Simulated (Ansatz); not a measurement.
Ru: energy against strain

Ru (hcp, P6_3/mmc, 13.499 Å³/atom at rest, c along z) under an equal strain ε in the (0001) plane with the normal axis free, as in a coherent film. r2SCAN in Ansatz, a plane-wave DFT program (PAW, default set), 500 eV, 24×24×14 Γ-centred mesh, Fermi-Dirac smearing 0.10 eV; ions are relaxed within the symmetry of each cell.

Here s stands for strain and y for E less E0.

```csv
strain (%),E less E0 (meV/atom)
-3.00,?
-1.50,13.73
-1.00,5.95
-0.50,1.43
0.00,0.00
0.50,1.51
1.00,5.80
1.50,12.72
```

Taking a parabola for y over the 7 complete rows: Least squares gives y = 0.000 - 0.2321·s + 5.8776·s². Residuals (row less fit): 0.157, -0.160, -0.155, 0.000, 0.157, 0.154, -0.156; standard error 0.192 (degrees of freedom: 4). Twice the quadratic coefficient over the volume, 2 × 5.8776 meV × 10⁴ × 0.1602 / 13.499 Å³, is twice the biaxial elastic modulus of this plane = 1395 ± 20 GPa.

**Question.** Estimate the missing y (s = -3.00); what did the run itself give?

**Answer.** y = 0.000 - 0.2321 × (-3.0) + 5.8776 × (-3.0)² = 53.595 meV/atom. The calculation gives 58.60 meV/atom, 5.005 meV/atom above the prediction (8.5 % of the range of y in the table). The row lies outside the fitted rows, so this is an extrapolation. From the scatter of the fitted rows alone, a prediction at this place has a standard error of 0.734 meV/atom, so the miss is 6.8 times that.

One order more, fitted to all 13 runs of the series, follows each within 0.06, so the miss is the next term of a smooth law. In a metal these values are sensitive to mesh and smearing; energies are taken to zero smearing, stresses follow the free energy. Rows are the converged runs of the series near zero and its far end; series whose fitted rows scatter by over a few per cent of the range, as at a crossing or softening among them, aren't shown in this form. Most that stay on the fit to the last digits aren't either.
